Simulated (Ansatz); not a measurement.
Coverage and cell size: Cl on the 1x1 (111) surface of fcc Ni, ferromagnetic, one adsorbate a cell, in each cell the lowest of the starts that converged. Energies against ½ Cl2(g), without dispersion, zero-point or thermal terms; small cells hold the layer to their symmetry. A negative adsorption energy means that the adsorbate is more stable on the surface than in its reference.

Level of theory: PBE (plane waves to 420 eV, PAW; Ansatz, a program for electronic structure).

```tsv
area an adsorbate, end state	atoms	E_ads (eV)	height (Å)	Δ work function (eV)	rough cost
5 Å², bonded to Ni	5	?	2.27	?	around 2.1 core-minutes (rough)
11 Å², bonded to 3 Ni	9	-0.81	1.90	-0.31	about 29 core-minutes (a rough figure)
21 Å², bonded to 3 Ni	17	-2.04	1.79	-0.09	about 70 core-minutes (a rough figure)
```

Task: What belongs in the gaps?

Result: 
- 5 Å², bonded to Ni, E_ads (eV): 0.68
- 5 Å², bonded to Ni, Δ work function (eV): -0.52
